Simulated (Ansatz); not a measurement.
Consider Hf in the hcp (Mg type) structure (space group P6_3/mmc, No. 194; relaxed with 0.1 eV smearing).

Hf has the hexagonal space group P6₃/mmc (No. 194), the hcp (Mg type) structure, Pearson symbol hP2. Lattice parameters: a = 3.158 Å, b = 3.158 Å, c = 5.004 Å, α = 90.00°, β = 90.00°, γ = 120.00°. Hf on 2c is surrounded by 12 Hf at 3.096–3.158 Å (anticuboctahedral). (Neighbours: up to the widest gap in distance over summed covalent radii, below 1.35, at either atom.)

Level of theory: Kohn–Sham DFT with the PBEsol functional, run in Ansatz (a program for electronic structure) with PAW and 420 eV plane waves, no spin-orbit coupling.

Before the change:

| Item | Value |
|---|---|
| Pressure | 0.0 GPa |

The change: the cell is scaled by 1.0300 in all directions; the atoms relax in the strained cell.

Task: How does this affect the pressure?

Result: The pressure (mean of the normal stresses, compression positive) goes from zero to -8.6 GPa.

Task: Estimate the effect on the energy relative to the base.

Result: The energy rises by 57 meV/atom.

Whether these cells are dynamically stable was not tested. All final runs are without spin polarisation.
